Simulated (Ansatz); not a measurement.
CdS (P6_3mc), r2SCAN with spin-orbit coupling, rigid bands run with Ansatz (a first-principles code): N_v = 4.91e19 cm⁻³ at 300 K and a hole conductivity mass of 1.23 mₑ along y (a = (4.16, 0.00, 0.00) Å; b = (-2.08, 3.61, 0.00) Å; c = (0.00, 0.00, 6.77) Å).

Problem. For 1e16 holes per cm³ at 300 K, place the Fermi level, estimate the Seebeck coefficient of a parabolic band with constant τ, and give mobility and conductivity for τ = 5 fs.

Solution. The level lies k_BT ln(N_v/p) = 0.220 eV above the valence-band maximum. S ≈ +(k_B/e)[ln(N_v/p) + 5/2] = 948 μV/K, against 981 μV/K from the full bands (mean over directions). μ = eτ/m = 7.15 cm²/(V·s) and σ = peμ = 0.0115 S/cm. τ is assumed, not computed.

Band transport and this doping are assumed; polarons and phonon drag are left out.
